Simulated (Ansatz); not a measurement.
**GaAs, pressure series**

Base system: GaAs in the zinc blende structure (space group F-43m, No. 216; a = 5.7461 Å).

Cell and atoms are relaxed at each pressure.

Method: Kohn–Sham DFT with the PBE functional, run in Ansatz (a first-principles code) with PAW and 420 eV plane waves, no SOC, earlier PAW set.

Notes on the quantities. hole mass: degenerate bands, along [100].

```
change            band gap  volume per atom                    hole mass
----------------  --------  ---------------  ---------------------------
base               0.16 eV         23.71 Å³                            –
pressure −2 GPa       zero         24.59 Å³                            –
pressure −1 GPa       zero         24.13 Å³                            –
pressure 1.8 GPa   0.37 eV       (withheld)  0.023, 0.35, 0.35 mₑ (at Γ)
pressure 4.2 GPa   0.61 eV         22.33 Å³  0.035, 0.34, 0.34 mₑ (at Γ)
pressure 9 GPa     1.02 eV         21.17 Å³  0.055, 0.32, 0.32 mₑ (at Γ)
pressure 18 GPa    1.16 eV         19.61 Å³  0.081, 0.29, 0.29 mₑ (at Γ)
pressure 30 GPa    0.97 eV         18.16 Å³   0.10, 0.26, 0.26 mₑ (at Γ)
pressure 45 GPa    0.76 eV         16.88 Å³   0.12, 0.24, 0.24 mₑ (at Γ)
pressure 60 GPa    0.58 eV       (withheld)   0.14, 0.22, 0.22 mₑ (at Γ)
```

Q: Some entries are withheld; estimate them.

A: 
- pressure 1.8 GPa, volume per atom: 23.06 Å³
- pressure 60 GPa, volume per atom: 15.93 Å³

Load acts through the strain it causes; cell and atoms are relaxed under it. Masses are band curvatures over ±0.01 Å⁻¹ around the edge. Stability against distortions was not tested. All final runs are without spin polarisation. Measured, GaAs leaves this structure (for a Cmcm phase) near 15 GPa (room temperature; as listed in arXiv:1906.07825). Gaps under 0.05 eV, about the width of the smearing, are given as zero. The zero or small gap of GaAs can change with the level of theory.
